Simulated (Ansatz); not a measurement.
## BaO: pressure series

The reference is BaO in the rock salt structure (space group Fm-3m, No. 225).

```
BaO
1.0
    0.00000     2.78671     2.78671
    2.78671     0.00000     2.78671
    2.78671     2.78671     0.00000
O Ba
1 1
Direct
  0.00000   0.00000   0.00000
  0.50000   0.50000   0.50000
```

Cell and atoms are relaxed at each pressure.

Calculations: Ansatz (an electronic-structure program) PBE, scalar-relativistic without spin-orbit coupling.

Candidates:
(a) pressure −1 GPa
(b) pressure 4.5 GPa
(c) pressure 9 GPa

For the base:

```
Property   Result
--------  -------
Band gap  2.10 eV
```

Problem. Order them by band gap, lowest first.

Solution. (c) pressure 9 GPa (1.72 eV), (b) pressure 4.5 GPa (1.91 eV), (a) pressure −1 GPa (2.15 eV)

Load acts through the strain it causes; cell and atoms are relaxed under it. Whether these cells are dynamically stable was not tested. Competing high-pressure phases were not computed.
